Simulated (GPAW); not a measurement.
Band structure of CaF2 (Fm-3m, 3 atoms in the cell).

```
CaF2
1.0
    0.00000     2.76522     2.76522
    2.76522     0.00000     2.76522
    2.76522     2.76522     0.00000
Ca F
1 2
Cartesian
  0.00000   0.00000   0.00000
  1.38261   1.38261   1.38261
  4.14783   4.14783   4.14783
```

Method: PBE, GPAW PAW datasets PBE (gpaw-data 1.0.1) (plane waves; GPAW).

Settings: mode = pw; ecut = 900 eV; xc = PBE; kpts = 8 8 8; mesh shift (steps) = 0 0 0; occupations.name = fermi-dirac; occupations.width = 0.01 eV; nbands = -4; convergence.forces = 0.001 eV/Å; convergence.bands = -2; symmetry.symmorphic = false; symmetry.tolerance = 0.0005; maxiter = 120; bandpath_npoints = 40.

The starting cell has typed, rounded lattice constants, without a prior relaxation at this level. Its lattice was rescaled by a random factor within 2.5 % of one.

### Question
Predict the gap along the standard path and the places of the band edges.

### Answer
The gap along the path is 7.07 eV, from X to Γ; the smallest direct gap on it is 7.32 eV.

Levels in eV from the top of the valence band on the SCF mesh, bands 9 to 16:
```csv
point,9,10,11,12,13,14,15,16
Γ,-1.98,-0.25,-0.25,-0.25,7.07,8.99,8.99,10.86
X,-1.60,-0.33,-0.33,0.00,8.01,9.26,9.82,10.54
W,-1.00,-1.00,-0.25,-0.08,8.31,9.51,9.65,9.65
K,-1.46,-0.60,-0.42,-0.09,8.25,9.44,9.57,10.04
L,-1.25,-1.20,-0.81,-0.81,9.18,9.18,9.46,10.54
U,-1.46,-0.60,-0.42,-0.09,8.25,9.44,9.57,10.04
```
